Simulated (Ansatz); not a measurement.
**Ta2O5 (within 0.1 Å of Cmmm, No. 65, 7 atoms in the cell; start mp-1238961)**

Level of theory: r²SCAN (plane waves, PAW; Ansatz, an electronic-structure program).

Run with plane-wave cutoff 560 eV, 10×10×6 k mesh (along the axes of the cell as run), Fermi–Dirac smearing 0.01 eV, scalar-relativistic PAW data made under PBE.

Cell (relaxed with PBEsol):

```yaml
crystal:
  lattice:
    - [3.83935, 0.00000, -0.02955]
    - [0.00000, 3.85998, 0.00000]
    - [-1.86819, 0.00000, 6.51876]
  atoms:
    - { symbol: Ta, position: [0.64612, 0.00000, 0.79214] }
    - { symbol: Ta, position: [0.35388, 0.00000, 0.20786] }
    - { symbol: O, position: [0.64967, 0.50000, 0.79894] }
    - { symbol: O, position: [0.35033, 0.50000, 0.20106] }
    - { symbol: O, position: [0.18522, 0.00000, 0.87032] }
    - { symbol: O, position: [0.81478, 0.00000, 0.12968] }
    - { symbol: O, position: [0.50000, 0.00000, 0.50000] }
```

| Property | Value |
|---|---|
| band gap | 2.68 eV |
| smallest direct gap on the k points sampled | 3.30 eV |

Note: cell and atoms aren't relaxed at this level (largest force component 0.13 eV/Å).

Spin–orbit coupling is not included.

It cost around 70 core-seconds (rough) of CPU time.

A start named mp-… is a Materials Project structure, which need not be a measured phase.
